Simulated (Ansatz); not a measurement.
PtTe2 (model structure, started from the rutile type, P4₂/mnm, No. 136, 6 atoms in the cell): c axis length by level of theory

No measured value is used here.

| level (code) | value (Å) |
|---|---|
| LDA (Ansatz) | 4.192 |
| PBE (Ansatz) | 4.268 |
| PBEsol (Ansatz) | ___ |

### Question
What belongs in the gaps?

### Answer

- PBEsol (Ansatz, a program for electronic structure), value (Å): 4.222

Density-functional levels without +SOC have no spin–orbit coupling. Ansatz's density-functional and Hartree–Fock values are scalar-relativistic unless marked +SOC, with PAW data made under PBE.

A model structure was made by putting elements into a prototype or built by hand; it is no filed structure, need not be a known phase, and can be a saddle point held by its symmetry.
